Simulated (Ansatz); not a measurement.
**A constructed model of the (100) surface of fcc Pt, a pseudomorphic layer of Ir in the host's stacking (bottom of the slab: a bare face, its two planes held)**

Level of theory: PBE (plane waves to 420 eV, PAW; Ansatz, a first-principles code).

Model: 7-atom slab, 12.0 Å thick at the start, 13x13x1 mesh, Fermi-Dirac 0.1 eV, dipole correction, 2 atoms held, the rest relaxed; symmetry of the start imposed; no spin, no spin-orbit, no U. It is one candidate, not shown to be the stable structure of the face.

```json
{
  "work_function_of_the_top_face": "5.69 eV",
  "energy_released_by_relaxation": "0.24 eV",
  "cost": "about 4 core-minutes (a rough figure)"
}
```
